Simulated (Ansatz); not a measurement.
System: Cs₂Pt (P6₃/mmc, No. 194, 6 atoms in the cell; start mp-13548). Method: HSE06+SOC (plane waves, PAW; Ansatz, a quantum-chemistry and plane-wave program).

Run with plane-wave cutoff 460 eV, 6×6×4 k mesh (along the axes of the cell as run), Fermi–Dirac smearing 0.01 eV, PAW data made under PBE.

Cell (relaxed with PBEsol):

```yaml
crystal:
  lattice:
    - [5.63240, 0.00000, 0.00000]
    - [-2.81620, 4.87780, 0.00000]
    - [0.00000, 0.00000, 7.67439]
  atoms:
    - { symbol: Cs, position: [0.66667, 0.33333, 0.25000] }
    - { symbol: Cs, position: [0.33333, 0.66667, 0.75000] }
    - { symbol: Cs, position: [0.00000, 0.00000, 0.00000] }
    - { symbol: Cs, position: [0.00000, 0.00000, 0.50000] }
    - { symbol: Pt, position: [0.66667, 0.33333, 0.75000] }
    - { symbol: Pt, position: [0.33333, 0.66667, 0.25000] }
```

Question: Estimate the band gap that the calculation returns.

Answer: 
band gap: 2.22 eV (direct)

Note: cell and atoms aren't relaxed at this level (pressure 2.2 GPa).

The computed numbers hold no vibrational or temperature effects.

A start named mp-… is a Materials Project structure, which need not be a measured phase.
